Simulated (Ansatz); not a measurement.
Start from CeO2 in the fluorite structure (space group Fm-3m, No. 225; a = 5.464 Å).

Computed with PBE, PAW, 420 eV (Ansatz, a first-principles code; without spin-orbit coupling), earlier PAW set.

Before the change:

The band gap is 1.87 eV and the pressure comes out as 0.01 GPa.

Perturbation: an isotropic linear strain of +4.10 %; the atoms relax in the strained cell.

Question: What does the calculation give for the band gap and pressure after the change?

Answer: The band gap shrinks by 0.33 eV (1.87 eV → 1.54 eV); the pressure drops by 15.93 GPa, from 0.01 GPa to -15.92 GPa.

No phonon test of stability was made. Starting moments died away, wholly or in part, for the base; another magnetic solution may exist. The final runs are not spin-polarised.
